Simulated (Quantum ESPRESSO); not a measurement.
# Quick settings and what they miss: CoSn (P6/mmm, 6 atoms in the cell)

Self-consistent single point.

```
CoSn
1.0
    5.21299     0.00000     0.00000
   -2.60649     4.51458     0.00000
    0.00000     0.00000     4.16121
Co Sn
3 3
Direct
  0.00000   0.50000   0.00000
  0.50000   0.00000   0.00000
  0.50000   0.50000   0.00000
  0.66667   0.33333   0.50000
  0.33333   0.66667   0.50000
  0.00000   0.00000   0.00000
```

Method of the run: PBE, PSlibrary PAW (PBE) pseudopotentials (plane waves; Quantum ESPRESSO 7.5).

Base settings: ecutwfc = 55 Ry; ecutrho = 330 Ry; occupations = smearing; smearing = fermi-dirac; degauss = 0.0073499 Ry; potentials = {Co: Co.pbe-n-kjpaw_psl.1.0.0.UPF, Sn: Sn.pbe-dn-kjpaw_psl.1.0.0.UPF}; K_POINTS = automatic 5 5 6 0 0 0; conv_thr = 1e-11 Ry; mixing_beta = 0.7.

Tight run (finer mesh or higher cutoff; not a proven limit): ecutwfc: 55 Ry → 77 Ry; ecutrho: 330 Ry → 462 Ry; conv_thr: 1e-11 Ry → 7.3e-11 Ry; K_POINTS: automatic 5 5 6 0 0 0 → automatic 7 7 9 0 0 0. It gave Fermi level (on the code's own zero) 14.09 eV; pressure 7.55 GPa.

Quick runs, as changes from the base:
- A: ecutwfc: 55 Ry → 33 Ry; ecutrho: 330 Ry → 198 Ry; smearing: fermi-dirac → methfessel-paxton; degauss: 0.0073499 Ry → 0.036749 Ry; conv_thr: 1e-11 Ry → 7.3e-06 Ry; K_POINTS: automatic 5 5 6 0 0 0 → automatic 6 6 6 1 1 1
- B: ecutwfc: 55 Ry → 44 Ry; ecutrho: 330 Ry → 264 Ry; K_POINTS: automatic 5 5 6 0 0 0 → automatic 2 2 2 0 0 0
- C: ecutwfc: 55 Ry → 28 Ry; ecutrho: 330 Ry → 168 Ry; pseudopotentials: {Co: Co.pbe-n-kjpaw_psl.1.0.0.UPF, Sn: Sn.pbe-dn-kjpaw_psl.1.0.0.UPF} → {Co: Co.pz-n-kjpaw_psl.1.0.0.UPF, Sn: Sn.pz-dn-kjpaw_psl.1.0.0.UPF}; K_POINTS: automatic 5 5 6 0 0 0 → automatic 4 4 4 0 0 0 [LDA (PZ)]
- D: ecutwfc: 55 Ry → 28 Ry; ecutrho: 330 Ry → 168 Ry; K_POINTS: automatic 5 5 6 0 0 0 → automatic 2 2 2 0 0 0
- E: ecutwfc: 55 Ry → 33 Ry; ecutrho: 330 Ry → 198 Ry; conv_thr: 1e-11 Ry → 7.3e-05 Ry; K_POINTS: automatic 5 5 6 0 0 0 → automatic 1 1 1 1 1 1

Energies are extrapolated to zero smearing width, which holds to low order in the width alone (under cold and Methfessel-Paxton smearing the free energy itself is taken).

Dashes: pressure of A, E, not trusted under this conv_thr with d or f elements; energy of C, another energy zero; time of C, D, E, under 30 s.

† marks runs with another functional, U, potentials or spin treatment: their distance from the tight run is not a convergence error alone.

The count of work is k-points × plane waves × bands × iterations; it is no time. Core times come from one kind of shared machine and are given to one figure; runs under 30 s give none.

The starting cell comes from a database of computed structures (which also holds hypothetical and non-ambient phases and stackings), without a prior relaxation at this level. Its lattice was rescaled by a random factor within 2.5 % of one. Spin polarisation is off. In the base run, with a pressure of about 6 GPa the cell is away from its equilibrium volume at this level.

```tsv
run	energy less tight (meV/atom)	pressure less tight (GPa)	count of work / tight	core time / tight (rough)
A	1812.9	–	0.094	0.1
B	26.1	-4.05	0.032	0.1
C†	–	-419.37	0.032	–
D	7750.1	-411.71	0.011	–
E	1170.7	–	0.0023	–
```

Among the runs at the tight run's level, the energy misses run from 26.1 to 7750.1 meV/atom.
